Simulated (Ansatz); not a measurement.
Input and output of a self-consistent single point for Mg₄Te₃S (Pmm2, 8 atoms in the cell) (Ansatz, a first-principles code).

Computed with HSE06 (plane waves, PAW; Ansatz).

```xyz
8
Lattice="4.4659 0.0000 0.0000 0.0000 8.9973 0.0000 0.0000 0.0000 6.2616" Properties=species:S:1:pos:R:3 pbc="T T T"
Mg     0.0000     2.4671     6.1455
Mg     0.0000     6.5303     6.1455
Mg     2.2329     0.0000     3.0783
Mg     2.2329     4.4987     3.3817
Te     2.2329     2.3532     1.5679
Te     2.2329     6.6441     1.5679
Te     0.0000     0.0000     4.7423
S      0.0000     4.4987     4.6790
```

Reference input (self-consistent single point, DFT, HSE06, plane waves, default PAW files made with PBE): basis.ecutwfc = 420 eV; kpoints.mp_grid.grid = 4 2 3; kpoints.mp_grid.shift = 0.5 0.5 0.5; hamiltonian.xc = hse06; hamiltonian.pseudopotentials = {kind: paw} (the program's default PAW files); scf.occupations.method = fixed. This run's input differs from it in these lines:

```diff
@@ -27,2 +27,3 @@
     method: fixed
+  algorithm: direct_min
 output:
```

The program printed (abridged):

```
Error: scf.algorithm: direct_min / scf.convergence.dm_fallback with hamiltonian.xc: <hybrid> without scf.eigensolver.kind.support_functions — direct minimisation on plane waves has no term of exact exchange; use an LDA or a GGA, or take scf.algorithm: direct_min and scf.convergence.dm_fallback out of the deck
```

The program stopped before any SCF iteration. 

The starting cell comes from a database of computed structures (which also holds hypothetical and non-ambient phases and stackings), without a prior relaxation at this level. Its lattice was rescaled by a random factor within 2.5 % of one.

Keys are those of Ansatz 0.2.
